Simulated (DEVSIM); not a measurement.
Structure: Pd/HfO2/p-Si capacitor, at 300 K.

```
layer (left to right)  material  thickness (nm)  Na (cm⁻³)
---------------------  --------  --------------  ---------
1                          HfO2            9.20          -
2                            Si            6900     6.9e15
```

Metal gate on the left, work function 5.2 eV. Fixed charge at the semiconductor interface 1.5e12 cm⁻² (in units of +e); no interface traps.

Constants are typed, rounded textbook-type inputs, not results; the design itself was drawn at random and stands for no fabricated device. Values at 300 K.

| parameter | HfO2 | Si |
|---|---|---|
| gap (eV) | 5.7 | 1.124 |
| affinity (eV) | 2.5 | 4.05 |
| permittivity | 22 | 11.7 |
| Nc (cm⁻³) | - | 2.86e19 |
| Nv (cm⁻³) | - | 3.1e19 |

Simulated with DEVSIM: 1D Poisson equation in equilibrium, Boltzmann statistics, complete ionisation; no quantum confinement or tunnelling. Metal contacts follow the ideal Schottky-Mott rule: no Fermi-level pinning, no interface dipoles.

The substrate doping was swept, all else fixed.

| substrate doping (cm^-3) | minimum of the low-frequency capacitance (μF/cm²) | threshold voltage (band bending 2φF) (V) | flat-band voltage (V) |
|---|---|---|---|
| 3.4e14 | 0.00879 | 0.75 | 0.21 |
| 6.9e14 | 0.0117 | 0.77 | 0.19 |
| 1.4e15 | 0.0157 | 0.79 | 0.17 |
| 3.4e15 | 0.0234 | 0.82 | 0.15 |
| 6.9e15 | … | … | 0.13 |
| 1.4e16 | 0.0452 | 0.87 | 0.11 |

**Question.** Some entries are withheld; supply them.

**Answer.** 
- 6.9e15, minimum of the low-frequency capacitance (μF/cm²): 0.0326
- 6.9e15, threshold voltage (band bending 2φF) (V): 0.84
